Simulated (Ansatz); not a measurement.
## C on the N site in wurtzite GaN

These are PBE, PAW (plane waves to 420 eV; Ansatz, a first-principles code) values and carry that method's errors. A 3×2×2 supercell of 96 sites was used; the energies come from a 2×2×2 shifted sampling of its zone. Site at the start: the N site. Charged cells carry a point-charge image correction with potential alignment at far atoms. Dielectric constants: PBE linear response of the host. Host gap at this level: 1.71 eV. Finite-size and sampling errors can reach tenths of an eV here. Levels are measured in PBE's own, too narrow, gap. Spin–orbit coupling is left out. Each state is the lowest found from its start.

Charges from +1 to −1 were run; one beyond them could lie lower near a band edge.

| charge | moment (μB) | largest move off a lattice site (Å) | image correction with alignment (eV) | above the lowest spin state (eV) |
|---|---|---|---|---|
| +1* | not spin-polarised | 0.03 | – | 0.00 |
| +1* | 0.0 | 0.04 | – | 0.00 |
| 0† | 1.0 | 0.04 | 0.00 | 0.00 |
| −1 | not spin-polarised | 0.04 | 0.17 | 0.00 |

* At this level the carrier isn't localised at the defect: at charge +1 holes occupy the valence band. Such a state is shallow or no state of the defect, and this cell gives it no level.

† Not settled in this cell, so no level is given: charge 0: carriers not clearly localised.

Starting moments that weren't kept: charge +1 began with 2 μB and ended with 0.0.

Flagged in the runs: a host whose relaxation on this sampling wasn't shown to rest.
